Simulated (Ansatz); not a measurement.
Given:

```
CELL_PARAMETERS angstrom
      0.00000     2.80549     2.80549
      2.80549     0.00000     2.80549
      2.80549     2.80549     0.00000
ATOMIC_POSITIONS crystal
  Zn 0.00000 0.00000 0.00000
  Se 0.25000 0.25000 0.25000
```

Calculation: PBE with spin-orbit coupling, rigid bands (plane waves, PAW; Ansatz, a program for electronic structure). Condition of this run: hydrostatic pressure of 0.8 GPa (compression positive) (the target of the relaxation). How the cell was made: cell and atoms relaxed with PBEsol, then loaded as said.

**Question.** Predict the electron conductivity mass (n e² τ/σ) at 300 K, by direction if it differs.

**Answer.** 0.111 mₑ.

**Question.** Predict the hole conductivity mass (n e² τ/σ) at 300 K, by direction if it differs.

**Answer.** 0.66 mₑ.

**Question.** And the band gap?

**Answer.** 1.29 eV at this level; semilocal functionals usually fall short of the measured gap.

Rigid bands, one relaxation time for all states, no polarons. Geometry: cell and atoms relaxed with PBEsol.
